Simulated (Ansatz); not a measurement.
The reference is SiC (space group P6_3mc, No. 186; a = 3.0781 Å, c = 10.0760 Å). Axes: x lies along a and z along c of the hexagonal cell.

Now apply this change: uniaxial strain ε_xx = −0.75 %, all other strain components held at zero; the atoms relax in the strained cell.

Calculations: DFT with PBEsol, PAW potentials and a 420 eV plane-wave cutoff in Ansatz (a program for electronic structure), no spin-orbit coupling.

Give the band edges at the high-symmetry points of the new zone, measured from its valence-band maximum.


```csv
point,valence edge (eV),conduction edge (eV)
Γ,0.00,5.10
Y,-1.11,2.09
C₀,-1.75,3.78
Σ₀,-1.75,3.78
Z,-0.20,5.30
A₀,-2.54,3.05
E₀,-2.54,3.05
T,-1.54,2.56
S,-1.20,2.05
R,-1.64,2.47
```

The gap is 2.05 eV, indirect, Γ → S.

Whether these cells are dynamically stable was not tested. k-point labels follow each cell's own Brillouin zone.
